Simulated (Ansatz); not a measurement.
Base system: PtTe$_{2}$ (space group P-3m1, No. 164; a = 4.052 Å, c = 5.096 Å; layered).

Method: PBE-D3(BJ) in Ansatz (plane waves to 420 eV, PAW, no spin-orbit coupling).

```json
[
 {"level": "PBE-D3(BJ)", "lattice parameter a": "4.052 Å", "lattice parameter c": "5.096 Å"}
]
```

Problem. From these computed values, estimate the measured ones, and say how each level misses.

Solution. Measured: lattice parameter a 4.0259 Å (temperature not stated; as listed in Pelayo et al., arXiv (2023)); lattice parameter c 5.2209 Å (temperature not stated; as listed in Pelayo et al., arXiv (2023)). Computed minus measured — lattice parameter a: PBE-D3(BJ) +0.7 %; lattice parameter c: PBE-D3(BJ) -2.4 %. Measured values not marked as corrected hold thermal and zero-point effects that the static-lattice runs lack.

No phonon test of stability was made. All final runs are without spin polarisation.

Ansatz is an electronic-structure program.
